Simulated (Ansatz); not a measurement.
Reference: SrO (Fm-3m), r2SCAN, rigid bands (plane waves, PAW, scalar-relativistic; Ansatz, a program for electronic structure); axes and stresses refer to this cell.

```
CELL_PARAMETERS angstrom
      0.00000     2.56121     2.56121
      2.56121     0.00000     2.56121
      2.56121     2.56121     0.00000
ATOMIC_POSITIONS crystal
  Sr 0.00000 0.00000 0.00000
  O  0.50000 0.50000 0.50000
```

- electron conductivity mass = 0.51 mₑ
- hole conductivity mass = 1.39 mₑ
- Seebeck coefficient, n-type 1e19 cm⁻³ = -320 μV/K

Problem. After one change the values are electron conductivity mass 0.51 mₑ; hole conductivity mass 1.22 mₑ; Seebeck coefficient, n-type 1e19 cm⁻³ -291 μV/K. Name the change that produced these shifts.
(A) biaxial stress in (001) of 3.6 GPa (compression positive)
(B) hydrostatic pressure of -5.4 GPa (compression positive)
(C) hydrostatic pressure of -3.6 GPa (compression positive)

Solution. A, biaxial stress in (001) of 3.6 GPa (compression positive)

Masses are for dilute carriers at 300 K, harmonic means over directions unless an axis is named. Seebeck coefficients are for the stated density at 300 K, with one relaxation time for all states and whether or not that doping can be reached. Spin-orbit coupling is left out unless a row names it. Stresses and pressures are the targets of the relaxation.  The structure type is held under load, also where the real crystal would transform.
